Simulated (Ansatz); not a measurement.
Partial pair distribution functions of a relaxed model of amorphous In$_{24}$O$_{37}$Ag$_{2}$, broadened by 0.06 Å; density 6.59 g/cm³. All values below come from PBE, scalar-relativistic without spin-orbit coupling (plane waves to 420 eV, PAW; Ansatz, a quantum-chemistry and plane-wave program).

Preparation: random packing, a CHGNet melt and quench, and a DFT relaxation. O atoms were pushed apart under 1.9 Å during the dynamics, to hinder bonds among them. The hot cell started wider than the set density and was brought back towards it in steps. It is the lowest in DFT energy of 2 quenches. It is a model cell: composition and starting density were chosen by hand, and all elements were melted together. No dispersion term was used. Its density started from a set value of 6.59 and ended at 6.59 g/cm³. The simulated quench (nominally 280 K/ps over its main leg) is rapid and tends to freeze in more defects than a deposited or slowly cooled glass has. A cell of this size samples the disorder only roughly. The volume was held where the preparation left it and the shape relaxed, at a PBE pressure of -0.8 GPa (tension). Stress components on the final sampling reach 0.9 GPa. On a 2×2×2 Γ-centred mesh force components of up to 1.03 eV/Å stay, since the relaxation ran on the zone centre alone.

```csv
r (Å),g In-O,g O-Ag,g In-In,g O-O
1.80,0.00,0.00,0.00,0.00
1.90,0.02,0.35,0.00,0.00
2.00,0.77,2.90,0.00,0.00
2.10,5.24,2.41,0.00,0.00
2.20,8.83,2.06,0.00,0.00
2.30,5.04,2.31,0.00,0.00
2.40,1.40,2.63,0.00,0.00
2.50,0.35,1.04,0.00,0.02
2.60,0.17,0.08,0.00,0.30
2.70,0.09,0.63,0.00,1.10
2.80,0.03,1.10,0.00,2.33
2.90,0.11,1.81,0.01,2.53
3.00,0.16,0.98,0.22,2.07
3.10,0.16,0.12,0.57,1.77
3.20,0.15,0.29,2.23,2.03
3.30,0.08,0.78,3.16,2.16
3.40,0.16,0.94,2.97,1.88
3.50,0.33,1.16,2.42,1.26
3.60,0.62,0.82,1.97,1.21
3.70,0.83,0.39,1.29,1.04
3.80,0.80,1.01,2.04,0.67
3.90,0.92,1.16,2.57,0.57
4.00,1.05,1.11,1.52,0.49
4.10,1.16,1.18,1.36,0.70
4.20,1.30,0.51,1.11,1.05
4.30,1.35,0.59,0.71,1.10
4.40,1.13,1.58,0.40,1.10
4.50,1.33,1.59,0.36,0.69
4.60,1.47,1.20,0.32,0.43
4.70,1.31,0.83,0.21,0.55
```

Within 2.74 Å each In has 5.58 O neighbours on average.
